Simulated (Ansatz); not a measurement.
Band structure of Mg2Sn (Fm-3m, 3 atoms in the cell).

```yaml
crystal:
  lattice:
    - [0.00000, 3.32878, 3.32878]
    - [3.32878, 0.00000, 3.32878]
    - [3.32878, 3.32878, 0.00000]
  atoms:
    - { symbol: Mg, position: [0.25000, 0.25000, 0.25000] }
    - { symbol: Mg, position: [0.75000, 0.75000, 0.75000] }
    - { symbol: Sn, position: [0.00000, 0.00000, 0.00000] }
```

Level of theory: PBE, PAW files (plane waves; Ansatz, a program for electronic structure).

Settings: kpoints.mp_grid.grid = 6 6 6; hamiltonian.xc = pbe; hamiltonian.pseudopotentials = {kind: paw} (the program's default PAW files); scf.occupations.method = gaussian; scf.occupations.width = 0.272 eV; kpoints.band_path.npoints = 8.

The starting cell comes from a database of computed structures (which also holds hypothetical and non-ambient phases and stackings), without a prior relaxation at this level. Its lattice was rescaled by a random factor within 2.5 % of one.

Levels in eV from the Fermi level, bands 14 to 20:
```
point     14     15     16     17     18    19    20
-----  -----  -----  -----  -----  -----  ----  ----
Γ      -9.29   0.04   0.04   0.04   1.72  2.25  2.25
X      -7.39  -4.69  -2.15  -2.15  -0.04  0.15  7.47
W      -7.36  -3.86  -3.86  -2.78   2.71  3.14  3.14
K      -7.42  -4.27  -3.63  -1.81   0.43  2.72  5.46
L      -7.94  -4.94  -0.82  -0.82   0.88  2.28  2.28
U      -7.42  -4.27  -3.63  -1.81   0.43  2.72  5.46
```

Bands cross the Fermi level along this path, so the cell is metallic at this level.

Keys are those of Ansatz 0.2.
